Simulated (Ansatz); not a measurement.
Input:

```yaml
crystal:
  lattice:
    - [3.80732, 0.00000, 0.00000]
    - [-1.90366, 3.29724, 0.00000]
    - [0.00000, 0.00000, 31.14240]
  atoms:
    - { symbol: Zn, position: [0.66667, 0.33333, 0.20000] }
    - { symbol: Zn, position: [0.33333, 0.66667, 0.70000] }
    - { symbol: Zn, position: [0.00000, 0.00000, 0.80000] }
    - { symbol: Zn, position: [0.00000, 0.00000, 0.30000] }
    - { symbol: Zn, position: [0.66667, 0.33333, 0.90000] }
    - { symbol: Zn, position: [0.33333, 0.66667, 0.40000] }
    - { symbol: Zn, position: [0.33333, 0.66667, 0.10010] }
    - { symbol: Zn, position: [0.66667, 0.33333, 0.60010] }
    - { symbol: Zn, position: [0.00000, 0.00000, 0.00010] }
    - { symbol: Zn, position: [0.00000, 0.00000, 0.50010] }
    - { symbol: S, position: [0.66667, 0.33333, 0.27490] }
    - { symbol: S, position: [0.33333, 0.66667, 0.77490] }
    - { symbol: S, position: [0.00000, 0.00000, 0.07500] }
    - { symbol: S, position: [0.00000, 0.00000, 0.57500] }
    - { symbol: S, position: [0.66667, 0.33333, 0.67500] }
    - { symbol: S, position: [0.33333, 0.66667, 0.17500] }
    - { symbol: S, position: [0.00000, 0.00000, 0.87490] }
    - { symbol: S, position: [0.00000, 0.00000, 0.37490] }
    - { symbol: S, position: [0.33333, 0.66667, 0.47510] }
    - { symbol: S, position: [0.66667, 0.33333, 0.97510] }
```

Space group of this cell: P6_3mc. The cell is taken as given.

Transport runs along the normal of the first two printed cell vectors, the (001) plane of the conventional cell.

The gap is the functional's own. No spin-orbit coupling. Mid-gap values are interpolated on the energy grid.

Problem. State the band gap and the smallest decay constant κ at mid-gap according to r2SCAN run with Ansatz (a program for electronic structure).

Solution. Gap 2.72 eV on a 12×12×1 mesh; κ = 0.174 1/Å, at the zone centre.
